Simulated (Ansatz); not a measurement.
Take Ag2O (space group Pn-3m, No. 224; a = 4.7067 Å) as the base.

The values are results of PBEsol/PAW in Ansatz (a quantum-chemistry and plane-wave program), no spin-orbit coupling, not measurements.

For the base:

```
Quantity            Value
---------------  --------
Volume per atom  17.38 Å³
```

It is then changed as follows: cell and atoms relaxed at a pressure of 3 GPa.

Problem. What does the calculation give for the volume per atom after the change?

Solution. The volume per atom drops by 0.54 Å³, from 17.38 Å³ to 16.84 Å³.

Load acts through the strain it causes; cell and atoms are relaxed under it. No phonon test of stability was made. No Hubbard U is applied, and correlation can decide whether such a compound is a metal. The final runs are not spin-polarised.
